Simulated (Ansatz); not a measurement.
The starting structures come from a database of crystals and need not be the phases stable at ambient conditions.

```
O2Si
1.0
    4.11412     0.00000     0.00000
    0.00000     5.08125     0.00000
    0.00000     0.00000     4.52716
Si O
4 8
Cartesian
  2.05706   3.31455   3.39537
  2.05706   1.76670   1.13179
  0.00000   4.30732   1.13179
  0.00000   0.77393   3.39537
  3.00701   1.94317   2.62562
  1.10711   3.13808   1.90154
  3.16417   0.59745   0.36204
  0.94995   4.48380   4.16512
  0.94995   0.59745   1.90154
  3.16417   4.48380   2.62562
  1.10711   1.94317   4.16512
  3.00701   3.13808   0.36204
```

Space group of this cell: Pbcn. The cell is taken as given; by r2SCAN its mean pressure is -9.7 GPa.

Level of theory: r2SCAN (plane waves, PAW; Ansatz, a first-principles code).

The current runs along the normal of the first two printed vectors; no spin-orbit coupling. Scaled by the factor s: all lengths (ions clamped). Meshes 8×6×8 and 8×6 across the current in all rows.

| s | mean pressure (GPa) | band gap (eV) |
|---|---|---|
| 0.98 | 11.2 | 7.33 |
| 1.00 | -9.7 | 6.20 |
| 1.02 | -25.5 | ? |

**Question.** Take the slope of the band gap against ln s from the two given rows, extrapolate to s = 1.02, and say what the run there gives.

**Answer.** Slope = (7.33 − 6.20) / ln 0.98 = -55.9 eV. The line gives 6.20 + (-55.9) × ln 1.02 = 5.09 eV. The run gives 5.15 eV, 0.06 eV over the line, 5 % of the predicted step.
